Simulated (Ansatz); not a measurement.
An Ansatz (a quantum-chemistry and plane-wave program) input for (Si,Ge)C alloy cell C4GeSi3 (zinc blende start):

Ansatz 0.2 input:
```yaml
crystal:
  lattice:
    - [0.0, 4.437701046, 4.437701046]
    - [4.435028353, 0.000852485, 4.436848562]
    - [4.435028353, 4.436848561, 0.000852485]
  atoms:
    - { symbol: Si, position: [0.000508874, -0.000508874, -0.000508874] }
    - { symbol: Si, position: [0.00079767, 0.000048325, 0.500048325] }
    - { symbol: Si, position: [0.00079767, 0.500048325, 0.000048325] }
    - { symbol: Si, position: [0.000508874, 0.499491126, 0.499491126] }
    - { symbol: Ge, position: [0.499695553, 0.000304447, 0.000304447] }
    - { symbol: Si, position: [0.49910568, 0.000048325, 0.500048325] }
    - { symbol: Si, position: [0.49910568, 0.500048325, 0.000048325] }
    - { symbol: Ge, position: [0.499695553, 0.500304447, 0.500304447] }
    - { symbol: C, position: [0.37161165, 0.371435268, 0.371435268] }
    - { symbol: C, position: [0.367836769, 0.382163231, 0.882163231] }
    - { symbol: C, position: [0.367836769, 0.882163231, 0.382163231] }
    - { symbol: C, position: [0.37161165, 0.871435268, 0.871435268] }
    - { symbol: C, position: [0.885517815, 0.371435268, 0.371435268] }
    - { symbol: C, position: [0.874925991, 0.375074009, 0.875074009] }
    - { symbol: C, position: [0.874925991, 0.875074009, 0.375074009] }
    - { symbol: C, position: [0.885517815, 0.871435268, 0.871435268] }
basis:
  ecutwfc: 420
  ecutrho_ratio: 4
  xc_grid: 2
kpoints:
  mp_grid: { grid: [4, 4, 4] }
hamiltonian:
  xc: pbe
  dispersion: none
  pseudopotentials: { kind: paw }
scf:
  n_extra_bands: 22
  occupations: { method: fermi_dirac, width: 0.01 }
output:
  eigenstates: { kpoints: [[0.0, 0.0, 0.0]], e_range: [-5, 6], localisation: true }
  eigenvalues: true
magnetization:
  noncollinear: true
  spin_orbit: true
```

The numbers are results of PBE with spin-orbit coupling (plane waves to 420 eV, PAW; Ansatz), not measurements.  Its k-point mesh 4×4×4, Fermi–Dirac width 0.01 eV.

Task: What does the end of the output print (band table and long remarks left out, numbers rounded to eight decimals)?

Result: 
```
SCF converged after 9 iterations
Magnetization: |M| = 0.0000 μB,  M = (+0.0000, +0.0000, +0.0000) μB
Absolute magnetization: 0.0000 μB (∫|m|)
  site 0: m = (+0.0000, +0.0000, +0.0000) μB, |m| = 0.0000 μB  (R = 0.78 Å)
  site 1: m = (+0.0000, +0.0000, +0.0000) μB, |m| = 0.0000 μB  (R = 0.78 Å)
  site 2: m = (+0.0000, +0.0000, +0.0000) μB, |m| = 0.0000 μB  (R = 0.78 Å)
  site 3: m = (+0.0000, +0.0000, +0.0000) μB, |m| = 0.0000 μB  (R = 0.78 Å)
  site 4: m = (+0.0000, +0.0000, +0.0000) μB, |m| = 0.0000 μB  (R = 0.81 Å)
  site 5: m = (+0.0000, +0.0000, +0.0000) μB, |m| = 0.0000 μB  (R = 0.78 Å)
  site 6: m = (+0.0000, +0.0000, +0.0000) μB, |m| = 0.0000 μB  (R = 0.78 Å)
  site 7: m = (+0.0000, +0.0000, +0.0000) μB, |m| = 0.0000 μB  (R = 0.81 Å)
  site 8: m = (+0.0000, +0.0000, +0.0000) μB, |m| = 0.0000 μB  (R = 0.78 Å)
  site 9: m = (+0.0000, +0.0000, +0.0000) μB, |m| = 0.0000 μB  (R = 0.78 Å)
  site 10: m = (+0.0000, +0.0000, +0.0000) μB, |m| = 0.0000 μB  (R = 0.78 Å)
  site 11: m = (+0.0000, +0.0000, +0.0000) μB, |m| = 0.0000 μB  (R = 0.78 Å)
  site 12: m = (+0.0000, +0.0000, +0.0000) μB, |m| = 0.0000 μB  (R = 0.78 Å)
  site 13: m = (+0.0000, +0.0000, +0.0000) μB, |m| = 0.0000 μB  (R = 0.79 Å)
  site 14: m = (+0.0000, +0.0000, +0.0000) μB, |m| = 0.0000 μB  (R = 0.79 Å)
  site 15: m = (+0.0000, +0.0000, +0.0000) μB, |m| = 0.0000 μB  (R = 0.78 Å)
Free energy (F): -14413.083671 eV
Harris-Foulkes:  -14413.083671 eV  (|F-HF|=1.04e-8)
Internal energy: -14413.083671 eV  (E = F + TS)
E sigma→0 (E₀):  -14413.083671 eV
Fermi energy:    10.519493 eV
--- Per-component energies (eV) ---
  E_band       = -35.400607
  E_kinetic    = 1209.998937
  E_local      = -6184.525789  (includes V_loc(G=0)·N_el)
  E_nonlocal   = 1206.553519
  E_hartree    = 2669.149167
  E_xc         = -878.593753
  E_vxc        = -902.796734  (∫ρ·V_xc dr)
  E_paw        = -7915.810509  (= ΣΔE_a)
  E_vpaw       = -702.928660  (= ΣTr[D̂ρ^β])
  E_aug_tail   = 0.000758  (compensation charges beyond the density's cutoff)
  E_ewald      = -4519.856002
  E_smearing   = 0.000000  (= −TS)
  E_closure    = 0.000000  (closes the sum)
  Σ components = -14413.083671   (vs F -14413.083671, Δ=0.00e0)
```

Cost: about 100 core-seconds (a rough figure).
